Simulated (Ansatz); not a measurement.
Calculation: PBE (plane waves to 420 eV, PAW; Ansatz, a first-principles code).

Electrostatic potential energy of an electron, averaged over planes parallel to the surface, in eV from the Fermi level, for a constructed model of the (111) surface of fcc Au, (√3x√3)R30° layer of Ga, one a cell, on the site that continues the host's stacking (bottom of the slab: a bare face, its two planes held):

| z (Å) | V (eV) |
|---|---|
| 3.95 | 5.19 |
| 4.24 | 5.18 |
| 4.52 | 5.18 |
| 4.80 | 5.18 |
| 5.08 | 5.18 |
| 5.37 | 5.16 |
| 5.65 | 5.14 |
| 5.93 | 5.08 |
| 6.21 | 4.95 |
| 6.50 | 4.66 |
| 6.78 | 4.01 |
| 7.06 | 2.54 |
| 7.34 | -1.28 |
| 7.62 | -8.40 |
| 7.91 | -14.04 |
| 8.19 | -16.00 |
| 8.47 | -14.36 |
| 8.75 | -9.08 |
| 9.04 | -2.24 |
| 9.32 | 0.89 |
| 9.60 | 0.01 |
| 9.88 | -5.32 |
| 10.17 | -12.07 |
| 10.45 | -15.79 |
| 10.73 | -15.90 |
| 11.01 | -12.41 |
| 11.30 | -5.79 |
| 11.58 | -0.25 |
| 11.86 | 0.72 |
| 12.14 | -2.37 |
| 12.43 | -9.21 |
| 12.71 | -14.57 |
| 12.99 | -16.31 |
| 13.27 | -14.51 |
| 13.56 | -9.10 |
| 13.84 | -2.27 |
| 14.12 | 0.74 |
| 14.40 | -0.24 |
| 14.69 | -5.77 |
| 14.97 | -12.40 |
| 15.25 | -15.90 |
| 15.53 | -15.81 |
| 15.81 | -12.11 |
| 16.10 | -5.39 |
| 16.38 | -0.08 |
| 16.66 | 0.73 |
| 16.94 | -2.50 |
| 17.23 | -9.38 |
| 17.51 | -14.64 |
| 17.79 | -16.29 |
| 18.07 | -14.38 |
| 18.36 | -8.86 |
| 18.64 | -2.02 |
| 18.92 | 1.05 |
| 19.20 | 0.57 |
| 19.49 | -4.01 |
| 19.77 | -11.00 |
| 20.05 | -15.43 |
| 20.33 | -16.20 |
| 20.62 | -13.42 |
| 20.90 | -7.23 |
| 21.18 | -1.10 |
| 21.46 | 0.64 |
| 21.75 | 0.31 |
| 22.03 | -0.15 |
| 22.31 | -0.26 |
| 22.59 | 0.17 |
| 22.87 | 1.22 |
| 23.16 | 2.59 |
| 23.44 | 3.40 |
| 23.72 | 3.79 |
| 24.00 | 3.99 |
| 24.29 | 4.09 |
| 24.57 | 4.14 |
| 24.85 | 4.16 |
| 25.13 | 4.17 |
| 25.42 | 4.18 |
| 25.70 | 4.18 |
| 25.98 | 4.18 |
| 26.26 | 4.19 |
| 26.55 | 4.19 |

Slab: 19 atoms, 14.1 Å thick at the start; k 9x9x1, smearing 0.1 eV, dipole-corrected; 6 atoms held, the rest relaxed; start symmetry kept, larger cells not searched; no spin, no spin-orbit, no U. It is one candidate, not shown to be the stable structure of the face.

### Question
The surface cell has an area of 22.45 Å². What dipole along the normal does the step between the two vacuum levels imply?

### Answer
the top vacuum level lies 1.00 eV below the bottom one; p = −ε₀ A ΔV (ε₀ = 0.005526 e/(V·Å)) gives 0.12 e·Å a cell.
